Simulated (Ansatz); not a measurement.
An Ansatz (a program for electronic structure) input (r2SCAN (Ansatz; PAW; 500 eV plane waves; without spin-orbit coupling), earlier PAW set):

Ansatz 0.2 input:
```yaml
crystal:
  lattice:
    - [4.5833573532, 0, 0]
    - [2.2763426419, 6.8107617327, 0]
    - [2.2166260741, 2.2970873189, 6.4729424243]
  atoms:
    - { symbol: Se, position: [0.3801798721, 0.8403250321, 0.8312303027] }
    - { symbol: Te, position: [0.9351282945, 0.3172198023, 0.3391271917] }
    - { symbol: Te, position: [0.1977714437, 0.5452705897, 0.8012187565] }
    - { symbol: Se, position: [0.733685661, 0.0485976723, 0.27697197] }
    - { symbol: Te, position: [0.3806202017, 0.623075734, 0.3742892959] }
    - { symbol: Te, position: [0.8726145269, 0.1255111697, 0.8771624829] }
basis: { ecutwfc: 500, ecutrho_ratio: 4, xc_grid: 4, fft_grid_basis: typed }
kpoints: { mp_grid: { grid: [8, 5, 5] } }
hamiltonian:
  xc: r2scan
  dispersion: none
  pseudopotentials: { azcp: { folder: ./paw }, kind: paw }
scf: { occupations: { method: fermi_dirac, width: 0.05 }, convergence: { dr2_threshold: 0.0000000006 } }
output: { forces: true, stress: true }
checkpoint: { write: state.ck, write_every: 1000 }
```

### Question
Which symmetry and how many k-points will the program report, and about how many plane waves at Γ?

### Answer
Space group P1 (ITA 1) with 1 operations, k-points 101 of 200, and 5135 plane waves at Γ.

Each cell is one ordered arrangement of few atoms, which overstates ordering effects compared with a random alloy. Stability against distortions was not tested. The cell was made from Te by this change: x(Se) = 0.333, 6 atoms, P1. No dispersion term is included, though the crystal is made of layers, chains or molecules, so its spacings can come out too wide.
